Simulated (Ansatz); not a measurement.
Take SnO$_{2}$ in the rutile structure (space group P4_2/mnm, No. 136; a = 4.769 Å, c = 3.212 Å) as the base. Axes: x, y, z lie along a, b, c of the conventional cell.

Structures relaxed with PBEsol (Ansatz, a first-principles code), spin-orbit coupling left out.

Base:

Simulated powder pattern, Cu Kα1, λ = 1.54056 Å (kinematic, ideal powder, no thermal factors, no anomalous dispersion; the 14 strongest lines at most, above 2 %, up to 2θ = 90°):

```csv
2θ (°),I/Imax (%),hkl
26.41,100,(110)
33.61,81,(101)
37.69,23,(200)
51.38,66,(211)
54.36,16,(220)
57.32,7.9,(002)
61.43,15,(310)
64.18,15,(112)
65.45,20,(301)
70.66,7.8,(202)
78.07,13,(321)
82.96,8.8,(222)
86.51,4.2,(330)
88.96,11,(312)
```

It is then changed as follows: the cell is compressed by 0.60 % along z with no lateral relaxation, atoms relaxed at fixed cell.

After the change:

Simulated powder pattern, Cu Kα1, λ = 1.54056 Å (kinematic, ideal powder, no thermal factors, no anomalous dispersion; the 14 strongest lines at most, above 2 %, up to 2θ = 90°):

| 2θ (°) | I/Imax (%) | hkl |
|---|---|---|
| 26.41 | 100 | (110) |
| 33.76 | 80 | (101) |
| 37.69 | 23 | (200) |
| 51.48 | 66 | (211) |
| 54.36 | 16 | (220) |
| 57.70 | 7.7 | (002) |
| 61.43 | 15 | (310) |
| 64.53 | 15 | (112) |
| 65.54 | 19 | (301) |
| 70.99 | 7.7 | (202) |
| 78.15 | 12 | (321) |
| 83.28 | 8.7 | (222) |
| 86.51 | 4.2 | (330) |
| 89.28 | 11 | (312) |

The indices refer to the base's conventional cell; one index is shown for lines that coincide.

The cells carry an imposed strain or load. Whether these cells are dynamically stable was not tested.
